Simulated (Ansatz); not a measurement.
Effect of pressure 60 GPa on GaSb

Start from GaSb in the zinc blende structure (space group F-43m, No. 216; a = 6.2141 Å).

The change: a hydrostatic pressure of 60 GPa.

Calculations: Kohn–Sham DFT with the PBE functional, run in Ansatz (an electronic-structure program) with PAW and 420 eV plane waves, scalar-relativistic without spin-orbit coupling, earlier PAW set. Γ-centred 13×13×13 mesh, Fermi–Dirac width 0.05 eV.

The density increases by 3.09 g/cm³ (5.30 g/cm³ → 8.39 g/cm³) and the lattice parameter a shrinks by 0.881 Å, from 6.214 Å to 5.333 Å. The enthalpy H = E + PV relative to the base's energy is +8.45 eV/atom and the band gap remains zero.

Final structure:

```xyz
2
Lattice="0.0000 2.6663 2.6663 2.6663 0.0000 2.6663 2.6663 2.6663 0.0000" Properties=species:S:1:pos:R:3 pbc="T T T"
Sb     3.9995     3.9995     3.9995
Ga     0.0000     0.0000     0.0000
```

Cost of the whole job for the changed cell (relaxation, final SCF and bands): very roughly 13 core-seconds.

With Sb present, leaving out spin-orbit coupling can change the band edges. Load acts through the strain it causes; cell and atoms are relaxed under it. Stability against distortions was not tested. Tetrahedral semiconductors of this kind turn to denser phases somewhere between about 1 and 50 GPa; those were not computed, so compressed cells here can lie past the real transition. All final runs are without spin polarisation. The zero or small gap of GaSb can change with the level of theory.
